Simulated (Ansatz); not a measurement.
Mg2NbN3 (C2/m, No. 12, 12 atoms in the cell; start mp-1247557) was calculated with LDA (plane waves, PAW; Ansatz, an electronic-structure program).

Run with plane-wave cutoff 520 eV, 8×8×8 k mesh, Fermi–Dirac smearing 0.01 eV, no spin polarisation, scalar-relativistic PAW data made under PBE.

Cell (relaxed at this level):

```yaml
crystal:
  lattice:
    - [2.64800, -4.57997, 0.00101]
    - [2.64800, 4.57997, 0.00101]
    - [-1.77688, 0.00000, 4.97110]
  atoms:
    - { symbol: Mg, position: [0.83681, 0.16319, 0.50000] }
    - { symbol: Mg, position: [0.16319, 0.83681, 0.50000] }
    - { symbol: Mg, position: [0.50000, 0.50000, 0.50000] }
    - { symbol: Mg, position: [0.00000, 0.00000, 0.00000] }
    - { symbol: Nb, position: [0.33202, 0.66798, 0.00000] }
    - { symbol: Nb, position: [0.66798, 0.33202, 0.00000] }
    - { symbol: N, position: [0.42463, 0.07817, 0.23448] }
    - { symbol: N, position: [0.57537, 0.92183, 0.76552] }
    - { symbol: N, position: [0.92183, 0.57537, 0.76552] }
    - { symbol: N, position: [0.07817, 0.42463, 0.23448] }
    - { symbol: N, position: [0.73338, 0.73338, 0.23906] }
    - { symbol: N, position: [0.26662, 0.26662, 0.76094] }
```

Estimate the band gap, smallest direct gap on the k points sampled and Γ–Γ gap that the calculation returns.


- band gap = 0.80 eV
- smallest direct gap on the k points sampled = 1.18 eV
- Γ–Γ gap = 2.22 eV

Spin–orbit coupling is not included.

Cost on a shared machine: around 110 core-seconds (rough).

A start named mp-… is a Materials Project structure, which need not be a measured phase.
